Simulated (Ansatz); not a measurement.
A self-consistent single point of FeAl (P4mm, 2 atoms in the cell) with Ansatz (a quantum-chemistry and plane-wave program).

Method: LDA (PW92), harder PAW files (source: ansatz) made with PBE (plane waves; Ansatz).

```
FeAl
1.0
    2.91873     0.00000     0.00000
    0.00000     2.91873     0.00000
    0.00000     0.00000     2.91873
Al Fe
1 1
Direct
  0.50000   0.50000   0.51713
  0.00000   0.00000   0.00000
```

Reference input (self-consistent single point, DFT, LDA (PW92), plane waves, default PAW files made with PBE): basis.ecutwfc = 420 eV; kpoints.mp_grid.grid = 11 11 11; hamiltonian.xc = lda; hamiltonian.pseudopotentials = {kind: paw} (the program's default PAW files); scf.occupations.method = fermi_dirac; scf.occupations.width = 0.1 eV. This run's input differs from it in these lines:

Ansatz 0.2 input:
```diff
@@ -9,3 +9,3 @@
 basis:
-  ecutwfc: 420.0 eV
+  ecutwfc: 1350.0 eV
 kpoints:
@@ -14,3 +14,3 @@
   xc: lda
-  pseudopotentials: { kind: paw }
+  pseudopotentials: { kind: paw, source: ansatz }
 scf:
```

Log, with long lists cut:

```
SCF iter   1: F=—  HF=-6829.179354 eV  |F-HF|=—  |Δ(HF+E_count)|=         —  Δρ=4.26e-2  dr2=2.71e-1  ethr=3.10e-3  ⟨swp⟩=6.0  Hψ=11826  notcnv=0
all-band conjugate gradients solve this SCF's bands
preconditioner: auto → none
SCF iter   2: F=—  HF=-6829.138204 eV  |F-HF|=—  |Δ(HF+E_count)|=   4.12e-2  Δρ=2.94e-2  dr2=2.54e-1  ethr=1.00e-3  ⟨swp⟩=2.5  Hψ=4183  notcnv=0
SCF iter   3: F=—  HF=-6829.076193 eV  |F-HF|=—  |Δ(HF+E_count)|=   6.20e-2  Δρ=6.79e-3  dr2=5.57e-3  ethr=9.39e-4  ⟨swp⟩=3.0  Hψ=3766  notcnv=0
SCF iter   4: F=—  HF=-6829.075465 eV  |F-HF|=—  |Δ(HF+E_count)|=   7.29e-4  Δρ=1.11e-3  dr2=2.22e-4  ethr=2.06e-5  ⟨swp⟩=2.2  Hψ=4493  notcnv=0
SCF iter   5: F=—  HF=-6829.075441 eV  |F-HF|=—  |Δ(HF+E_count)|=   2.36e-5  Δρ=1.92e-4  dr2=8.72e-6  ethr=8.23e-7  ⟨swp⟩=2.1  Hψ=3053  notcnv=0
SCF iter   6: F=—  HF=-6829.075433 eV  |F-HF|=—  |Δ(HF+E_count)|=   7.55e-6  Δρ=5.41e-5  dr2=2.89e-7  ethr=3.23e-8  ⟨swp⟩=2.0  Hψ=2980  notcnv=0
SCF iter   7: F=-6829.075433 eV  HF=-6829.075433 eV  |F-HF|=1.67e-8  |Δ(HF+E_count)|=   5.62e-9  Δρ=1.42e-5  dr2=1.73e-8  ethr=3.70e-10  ⟨swp⟩=7.0  Hψ=10959  notcnv=0
SCF 1 converged in 7 iterations: F = -6829.075433 eV  dr2 = 1.73e-8
Free energy (F): -6829.075433 eV
Internal energy: -6828.976508 eV  (E = F + TS)
E sigma→0 (E₀):  -6829.025971 eV
Entropy (-TS):   -0.098926 eV (-49.463 meV/atom)
Fermi energy:    14.476755 eV
--- Forces (eV/Å), atoms counted from 1 ---
  atom   1  Al     0.00000000     0.00000000    -0.29966341
  atom   2  Fe    -0.00000000     0.00000000     0.29965530
--- Stress (GPa, compression-positive) ---
      -17.833190       0.000000       0.000000
        0.000000     -17.833190       0.000000
        0.000000       0.000000     -17.958317
  P = ⅓ Tr σ = -17.8749 GPa (-178.749 kbar)
  The stress holds the Pulay correction. Without it, at fixed plane waves, as pw.x and ABINIT print it: P = -17.8805 GPa
```

The run converged in 7 iterations. Against the reference run the pressure moves little (-17.84 to -17.87 GPa) and the largest force stays at 0.300 eV/Å.

The starting cell has typed, rounded lattice constants, without a prior relaxation at this level. Its lattice was rescaled by up to half a per cent. One atom was moved a little off its site on purpose. Spin polarisation is off. Ansatz's pressure includes its estimate of the finite-basis (Pulay) stress.
